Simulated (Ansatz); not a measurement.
The starting structures come from a database of crystals and need not be the phases stable at ambient conditions.

By PBEsol, the system below comes out a metal.

Input:

```
LiPb
1.0
    3.52626     0.00000     0.00000
    0.00000     3.52626     0.00000
    0.00000     0.00000     3.52626
Li Pb
1 1
Direct
  0.00000   0.00000   0.00000
  0.50000   0.50000   0.50000
```

Space group of this cell: Pm-3m, CsCl type. The cell is taken as given.

The current flows along the normal of the first two printed cell vectors, the (001) plane of the conventional cell. No spin-orbit coupling; the value is a mean over 0.1 eV about the Fermi level.

Problem. State the ballistic conductance per area according to PBEsol run with Ansatz (a quantum-chemistry and plane-wave program).

Solution. 0.75 × 10¹⁵ S/m² for both spins.
